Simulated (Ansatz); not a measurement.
An Ansatz (a first-principles code) run: Zr; DFT with PBEsol, PAW potentials and a 420 eV plane-wave cutoff in Ansatz, no spin-orbit coupling.

Input:

Ansatz 0.2 input:
```yaml
crystal:
  lattice:
    - [3.1842857792, 0, 0]
    - [-1.5921428896, 2.7576723777, 0]
    - [0, 0, 5.11643914]
  atoms:
    - { symbol: Zr, position: [0.3333333333, 0.6666666667, 0.75] }
    - { symbol: Zr, position: [0.6666666667, 0.3333333333, 0.25] }
basis: { ecutwfc: 420, ecutrho_ratio: 4, xc_grid: 2, fft_grid_basis: typed }
kpoints: { mp_grid: { grid: [17, 17, 9] } }
hamiltonian:
  xc: pbesol
  dispersion: none
  pseudopotentials: { kind: paw }
scf: { occupations: { method: fermi_dirac, width: 0.05 }, convergence: { dr2_threshold: 0.0000000002 } }
output: { forces: true, stress: true }
```

Output (explanatory and most iteration lines left out):

```
Pseudopotential: Zr, paw, valence charge 12
Crystal: 2 atoms, lattice volume = 44.929 Å³
Basis set: ecut = 420 eV, 881 PW (Γ), exchange–correlation on 48×48×72 points (8 copies of the dense FFT grid, shifted against one another)
Bands: 16, of which v1, the nominal top of the filled ones, is band 12 counted from 1 (11 counted from 0)
Symmetry: 24 space group operations
Space group: P63/mmc (ITA 194), of the structure as read, at distance tolerance 3.6e-5 Å
k-points: 165 of 2601
Functional: x = pbesol(κ = 0.804, μ = 0.12345679012345678), c = pbesol(β = 0.046)
SCF iter   1: F=—  HF=-8257.280725 eV  |F-HF|=—  |Δ(HF+E_count)|=         —  Δρ=3.45e-3  dr2=2.13e-3  ethr=1.77e-3  ⟨swp⟩=4.9  Hψ=11263  notcnv=0
SCF iter   2: F=—  HF=-8257.279567 eV  |F-HF|=—  |Δ(HF+E_count)|=   1.16e-3  Δρ=1.99e-3  dr2=6.71e-4  ethr=8.89e-6  ⟨swp⟩=2.8  Hψ=5743  notcnv=0
SCF 1 converged in 7 iterations: F = -8257.279657 eV  dr2 = 1.40e-11
SCF converged after 7 iterations
Free energy (F): -8257.279657 eV
Internal energy: -8257.263059 eV  (E = F + TS)
E sigma→0 (E₀):  -8257.271358 eV
Entropy (-TS):   -0.016598 eV (-8.299 meV/atom)
Fermi energy:    14.461064 eV
--- Forces (eV/Å), atoms counted from 1 ---
  atom   1  Zr    -0.00000000    -0.00000000     0.00000000
  atom   2  Zr    -0.00000000     0.00000000     0.00000000
--- Stress (GPa, compression-positive) ---
       -0.002040      -0.000000       0.000000
        0.000000      -0.002040       0.000000
        0.000000       0.000000       0.005438
  P = ⅓ Tr σ = 0.0005 GPa (0.005 kbar)
```

Stability against distortions was not tested. The final runs are not spin-polarised. The cell is Zr in the hcp (Mg type) structure (space group P6_3/mmc, No. 194).
